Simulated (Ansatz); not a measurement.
SnO (model structure, started from the beta GaS type, P6₃/mmc, No. 194, 8 atoms in the cell) was calculated with PBEsol (Ansatz, an electronic-structure program, PAW).

Run with plane-wave cutoff 500 eV, 12×12×4 k mesh (along the axes of the cell as run), Fermi–Dirac smearing 0.05 eV, scalar-relativistic PAW data made under PBE.

Cell (relaxed at this level):

```xyz
8
Lattice="3.8128 0.0000 0.0000 -1.9064 3.3020 0.0000 0.0000 0.0000 14.4430" Properties=species:S:1:pos:R:3 pbc="T T T"
Sn     0.0000     2.2013     1.4033
Sn     1.9064     1.1007     8.6248
Sn     1.9064     1.1007    13.0396
Sn     0.0000     2.2013     5.8181
O      0.0000     2.2013     7.9761
O      1.9064     1.1007     0.7546
O      1.9064     1.1007     6.4669
O      0.0000     2.2013    13.6884
```

### Question
What does this level give for the band gap?

### Answer

band gap: 1.31 eV (on the SCF k mesh)

Note: the relaxation could raise the start's symmetry but not lower it, so the cell can be a saddle point; the cell has widely spaced layers and the level no dispersion term, so their spacing and the moduli can rest on weak binding.

Spin–orbit coupling is not included.

A model structure was made by putting elements into a prototype or built by hand; it is no filed structure, need not be a known phase, and can be a saddle point held by its symmetry.
